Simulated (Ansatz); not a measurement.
Cell of rock-salt TiN (0 0 1) on zinc-blende InP (0 0 1) (film strained to the substrate, faces as cut), relaxed at this level with a, b, gamma of the cell held:

```xyz
35
Lattice="4.2143 0.0001 -0.0227 0.0001 4.2141 0.0464 -1.9189 -0.3701 30.7258" Properties=species:S:1:pos:R:3 pbc="T T T"
In     0.2929    -0.3481     5.7721
In     2.3824     1.7940     2.7913
In     0.3250    -0.4183    11.7274
In     2.4163     1.7244     8.7616
In     2.4527     1.6571    14.7313
P      0.2837     1.7756     4.3082
P      2.3762    -0.2971     1.3016
P      0.3172     1.7057    10.2606
P      2.4080    -0.3658     7.2507
P      0.3542     1.6311    16.2085
P      2.4407    -0.4344    13.2024
N      2.5016     3.6765    20.9072
N      0.3940     1.5696    20.9367
N      0.3833     3.7003    18.8775
N      2.4897     1.5935    18.7844
N     -1.6902     3.6289    25.2176
N      0.4170     1.5215    25.2044
N      0.4053     3.6523    23.0882
N      2.5128     1.5454    23.0688
N     -1.6666     3.5820    29.4600
N      0.4395     1.4737    29.4581
N      0.4283     3.6049    27.3510
N     -1.6786     1.4972    27.3763
Ti     0.3945     3.6763    20.9510
Ti     2.5012     1.5694    20.9175
Ti     2.4901     3.6998    18.8943
Ti     0.3812     1.5962    18.5818
Ti     0.4170     3.6290    25.1890
Ti    -1.6901     1.5211    25.2443
Ti     2.5125     3.6529    23.0303
Ti     0.4056     1.5450    23.1052
Ti     0.4417     3.5786    29.6905
Ti    -1.6681     1.4754    29.3938
Ti    -1.6783     3.6045    27.4033
Ti     0.4283     1.4980    27.3141
```

Computed with PBE (plane waves to 420 eV, PAW; Ansatz, a program for electronic structure). Scalar-relativistic, without spin–orbit coupling; the runs are not spin-polarised. Its k-point mesh 7×7×1, Fermi–Dirac width 0.05 eV.

Task: Give the plane-averaged electrostatic potential energy of an electron along the normal (the smooth PAW potential), about its mean over the cell.

Result: (z (Å), V (eV)): (0.000, 7.54); (0.284, 8.43); (0.569, 7.70); (0.711, 6.55); (0.995, 3.70); (1.280, 2.05); (1.564, 2.28); (1.849, 3.59); (1.991, 3.86); (2.275, 2.99); (2.560, 1.84); (2.844, 1.54); (3.129, 2.20); (3.271, 2.83); (3.555, 3.91); (3.840, 3.07); (4.124, 1.57); (4.408, 1.41); (4.693, 2.70); (4.835, 3.44); (5.120, 3.48); (5.404, 2.21); (5.688, 1.45); (5.973, 1.63); (6.115, 2.07); (6.399, 3.35); (6.684, 3.58); (6.968, 2.09); (7.253, 1.25); (7.395, 1.40); (7.679, 2.73); (7.964, 3.72); (8.248, 2.80); (8.533, 1.67); (8.675, 1.42); (8.959, 1.62); (9.244, 2.71); (9.528, 3.71); (9.812, 2.84); (9.955, 2.02); (10.239, 1.24); (10.524, 1.99); (10.808, 3.52); (11.092, 3.42); (11.235, 2.78); (11.519, 1.67); (11.803, 1.43); (12.088, 2.13); (12.372, 3.41); (12.657, 3.50); (12.799, 2.79); (13.083, 1.45); (13.368, 1.51); (13.652, 2.97); (13.937, 3.93); (14.079, 3.58); (14.363, 2.27); (14.648, 1.57); (14.932, 1.81); (15.216, 2.92); (15.359, 3.56); (15.643, 3.68); (15.927, 2.38); (16.212, 2.06); (16.496, 3.59); (16.639, 4.96); (16.923, 7.62); (17.207, 8.46); (17.492, 7.63); (17.776, 5.03); (17.918, 3.00); (18.203, -2.60); (18.487, -9.39); (18.772, -12.71); (19.056, -9.72); (19.340, -2.56); (19.483, 0.66); (19.767, 3.65); (20.052, 2.48); (20.336, -3.14); (20.620, -10.36); (20.763, -12.71); (21.047, -12.72); (21.331, -7.04); (21.616, -0.17); (21.900, 3.15); (22.042, 3.19); (22.327, 0.11); (22.611, -6.67); (22.896, -12.58); (23.180, -12.91); (23.322, -10.69); (23.607, -3.61); (23.891, 1.99); (24.176, 3.24); (24.460, 0.11); (24.602, -3.07); (24.887, -10.23); (25.171, -13.59); (25.455, -10.59); (25.740, -3.54); (25.882, -0.28); (26.167, 3.15); (26.451, 2.33); (26.735, -2.74); (27.020, -9.88); (27.304, -13.52); (27.446, -12.96); (27.731, -7.56); (28.015, -0.35); (28.300, 3.44); (28.584, 2.84); (28.726, 1.00); (29.011, -5.82); (29.295, -11.82); (29.580, -12.06); (29.864, -6.65); (30.006, -3.08); (30.291, 2.77); (30.575, 6.47)
